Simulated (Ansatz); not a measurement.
Phonon-limited transport in metals: Rh (Fm-3m) under several functionals (Ansatz, a program for electronic structure, without spin-orbit coupling). The PBE cell:

```
Rh
1.0
    0.00000     1.91470     1.91470
    1.91470     0.00000     1.91470
    1.91470     1.91470     0.00000
Rh
1
Direct
  0.00000   0.00000   0.00000
```

```
Functional  cell relaxed with  volume (Å³/atom)  resistivity at 300 K  mean free path at 300 K  electron-phonon coupling λ  logarithmic mean phonon energy
----------  -----------------  ----------------  --------------------  -----------------------  --------------------------  ------------------------------
LDA                       LDA             13.22             4.0 μΩ·cm                   8.7 nm                        0.37                          23 meV
PBE                       PBE             14.04             4.9 μΩ·cm                   7.5 nm                        0.39                          21 meV
PBEsol                 PBEsol             13.50             4.3 μΩ·cm                   8.3 nm                        0.37                          22 meV
```

For the resistivity at 300 K, PBE gives 4.9 μΩ·cm and PBEsol 4.3 μΩ·cm: PBE lies 14 % above.

Metals; harmonic phonons alone scatter; means over directions. The mean free path is weighted by the current that each state carries. Halving the electron mesh moves these values by up to 6 %; q meshes are mostly untested. Spin-orbit coupling is left out.
